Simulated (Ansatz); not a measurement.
# CdSe (model structure, started from the BN type, Pm-3n, No. 223, 12 atoms in the cell): properties by level of theory

| level (code) | equilibrium lattice constant a (Å) | cohesive energy (eV/atom) |
|---|---|---|
| LDA (Ansatz) | 7.395 | 2.96 |
| PBE (Ansatz) | 7.617 | 2.24 |
| PBE-D3(BJ) (Ansatz) | 7.539 | 2.48 |
| r²SCAN (Ansatz) | 7.547 | 2.46 |
| r²SCAN+rVV10 (Ansatz) | 7.513 | 2.60 |

Ansatz's density-functional and Hartree–Fock values are scalar-relativistic unless marked +SOC, with PAW data made under PBE.

Free atoms are spin-polarised, in the lowest state found; at levels without +SOC their spin–orbit coupling is left out.

A model structure was made by putting elements into a prototype or built by hand; it is no filed structure, need not be a known phase, and can be a saddle point held by its symmetry.

Ansatz is a quantum-chemistry and plane-wave program.
